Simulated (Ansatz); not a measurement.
Effect of biaxial strain +2.50 %, plane normal [111], relaxed out of plane on GaN

Start from GaN in the zinc blende structure (space group F-43m, No. 216; a = 4.498 Å). Axes: x, y, z lie along the cube axes.

The change: tensile biaxial strain of 2.50 % in the plane normal to [111], as in epitaxy on a mismatched substrate; the out-of-plane cell vector and the atoms relax.

Calculations: r2SCAN (Ansatz, a first-principles code), scalar-relativistic without spin-orbit coupling. Γ-centred 13×13×13 mesh, Fermi–Dirac width 0.05 eV.

| quantity | base | changed | shift |
|---|---|---|---|
| volume per atom | 11.37 Å³ | 11.83 Å³ | +0.452 Å³ |
| space group | F-43m (No. 216) | R3m (No. 160) | – |
| energy relative to the base (free energy F) | 0 meV/atom | +19 meV/atom | +19 meV/atom |
| pressure (mean of the normal stresses, compression positive) | 0.0 kbar | -69.9 kbar | -69.9 kbar |
| band gap | 2.17 eV | 1.74 eV | -0.424 eV |
| gap character | direct at Γ | direct at Γ | – |
| electron mass | 0.17 mₑ (at Γ) | 0.16 mₑ out of plane, 0.15 mₑ in plane (at Γ) | – |
| valence-band top at Γ (three highest levels, from the VBM) | 0.00, 0.00, 0.00 eV | 0.00, -0.20, -0.20 eV | – |
| out-of-plane strain | – | -1.04 % | – |
| ratio −ε⊥/ε∥ | – | 0.41 | – |
| mean in-plane stress (compression positive) | – | -10.5 GPa | – |

Final structure (turned so that z lies along the plane normal):

```xyz
2
Lattice="3.2600 0.0000 0.0000 1.6300 2.8233 0.0000 1.6300 -0.9411 2.5700" Properties=species:S:1:pos:R:3 pbc="T T T"
Ga     0.0000     0.0000    -0.0120
N      3.2600     0.0000     1.9394
```

Effective masses come from finite differences of ±0.01 Å⁻¹. No phonon test of stability was made. This is not the structure that GaN has at room temperature and ambient pressure. k-point labels follow each cell's own Brillouin zone.
